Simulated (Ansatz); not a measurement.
For PbS (Fm-3m, No. 225, 8 atoms in the cell; start mp-1078500), PBE in Ansatz (PAW) gives:

```
Quantity                              Result
------------------------------  ------------
equilibrium lattice constant a       6.009 Å
bulk modulus                        52.9 GPa
cohesive energy                 3.55 eV/atom
```

### Question
What does r²SCAN (PAW; Ansatz, a quantum-chemistry and plane-wave program) give for the same quantities?

### Answer

- lattice constant a: 5.975 Å (shrinks by 0.6 %)
- bulk modulus: 58.0 GPa (increases by 9.6 %)
- cohesive energy: 3.55 eV/atom (is nearly the same)

Changes are worked out from the printed values.

Unless a cell is named, each level is at its own relaxed cell (PBE 27.12, r²SCAN 26.66 Å³/atom).

Levels without +SOC leave out spin–orbit coupling, which shifts energies and cells of such heavy elements.

Caveats: the bulk modulus is −V dP/dV from two relaxed cells at ±2 % in volume (PBE, r²SCAN); the relaxation could not lower the start's symmetry, so the cell can be a saddle point above a distorted one (PBE, r²SCAN). Ansatz's density-functional and Hartree–Fock values are scalar-relativistic unless marked +SOC, with PAW data made under PBE.

A start named mp-… is a Materials Project structure, which need not be a measured phase.
